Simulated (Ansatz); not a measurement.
**How far to go with shifted k-point meshes: CsO2 (I4mm, 3 atoms in the cell)**

```yaml
crystal:
  lattice:
    - [-2.18931, 2.18931, 3.63781]
    - [2.18931, -2.18931, 3.63781]
    - [2.18931, 2.18931, -3.63781]
  atoms:
    - { symbol: Cs, position: [0.00687, 0.00687, 0.00000] }
    - { symbol: O, position: [0.59234, 0.59234, 0.00000] }
    - { symbol: O, position: [0.40766, 0.40766, 0.00000] }
```

Method: PBEsol, default PAW files made with PBE (plane waves; Ansatz, a first-principles code).

Base settings: basis.ecutwfc = 420 eV; kpoints.mp_grid.grid = 11 11 11; hamiltonian.xc = pbesol; hamiltonian.pseudopotentials = {kind: paw} (the program's default PAW files); scf.occupations.method = fermi_dirac; scf.occupations.width = 0.1 eV.

In this ladder: kpoints.mp_grid.shift = 0.5 0.5 0.5.

Only quantities that move along the ladder and can be compared are tabulated.

The count of work is k-points × plane waves × bands × iterations; it is no time. Core times come from one kind of shared machine, to one figure; runs under 30 s give none.

The starting cell comes from a database of computed structures (which also holds hypothetical and non-ambient phases and stackings), without a prior relaxation at this level. Its lattice was rescaled by up to half a per cent. One atom was moved a little off its site on purpose. Ansatz's pressure includes its estimate of the finite-basis (Pulay) stress.

```csv
kpoints.mp_grid.grid,free energy less the last step's (meV/atom),pressure (GPa),largest difference of a force vector from the last step's (eV/Å),count of work / last,core time / last (rough)
2 2 2,22.23,-0.78,0.038,0.0014,–
3 3 3,-2.76,-1.36,0.003,0.0028,–
4 4 4,0.45,-1.26,0.002,0.0051,–
5 5 5,-0.10,-1.29,0.001,0.0083,–
6 6 6,0.03,-1.28,0.000,0.013,–
7 7 7,0.01,-1.28,0.000,0.018,–
8 8 8,0.01,-1.28,0.000,0.026,–
9 9 9,0.01,-1.28,0.000,0.034,–
10 10 10,0.00,-1.28,0.000,0.045,–
12 12 12,0.00,-1.28,0.000,0.073,–
15 15 15,0.00,-1.28,0.000,0.13,–
19 19 19,0.00,-1.28,0.000,0.25,0.2
23 23 23,0.00,-1.28,0.000,0.43,0.4
28 28 28,0.00,-1.28,0.000,0.75,0.8
31 31 31,0.00,-1.28,0.000,1.0,1
```

Coarsest kpoints.mp_grid.grid that holds the pressure within 0.2 GPa of the last step, with all finer ones: 3 3 3, at 0.0028 of the last step's count of work; the step before is off by 0.50 GPa.

Coarsest kpoints.mp_grid.grid that holds the forces within 0.02 eV/Å of the last step, with all finer ones: 3 3 3, at 0.0028 of the last step's count of work; the step before is off by 0.038 eV/Å.

Coarsest kpoints.mp_grid.grid that holds the free energy within 5 meV/atom of the last step, with all finer ones: 3 3 3, at 0.0028 of the last step's count of work; the step before is off by 22 meV/atom.

Keys are those of Ansatz 0.2.
